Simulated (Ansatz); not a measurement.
The parent structure is GaN in the zinc blende structure (space group F-43m, No. 216; a = 4.4554 Å). Axes: x, y, z lie along the cube axes.

Level of theory: LDA (Ansatz, a quantum-chemistry and plane-wave program; PAW; 420 eV plane waves; no spin-orbit coupling).

Base values:

The shortest interatomic distance is 192.9 pm. The valley order comes out as Γ 1.96 eV; X along ⟨100⟩ 3.27 eV and the valence-band top at Γ is 0.00, 0.00, 0.00 eV.

Now apply this change: tensor shear ε_xy = +1.43 % (engineering shear γ = 0.0286), atoms relaxed at fixed cell.

**Question.** Predict the new shortest interatomic distance.

**Answer.** The shortest interatomic distance falls by 0.7 pm, from 192.9 pm to 192.2 pm.

**Question.** What happens to the stress?

**Answer.** The stress (xx, yy, zz, yz, xz, xy; compression positive) is (0.07, 0.07, -0.01, 0.00, 0.00, -4.61) GPa.

**Question.** Predict the new valley order.

**Answer.** The valley order (the lowest conduction-band minima on the path, energy above the VBM, named in the base's zone) becomes Γ 1.84 eV; X along [001] 3.12 eV; X along [010] 3.16 eV (base: Γ 1.96 eV; X along ⟨100⟩ 3.27 eV).

**Question.** What happens to the valence-band top at Γ?

**Answer.** The valence-band top at Γ (three highest levels, from the VBM) goes from 0.00, 0.00, 0.00 eV to 0.00, -0.11, -0.20 eV.

The levels and masses belong to the bands next to the band gap. The cells carry an imposed strain or load. No phonon test of stability was made. This is not the structure that GaN has at room temperature and ambient pressure.
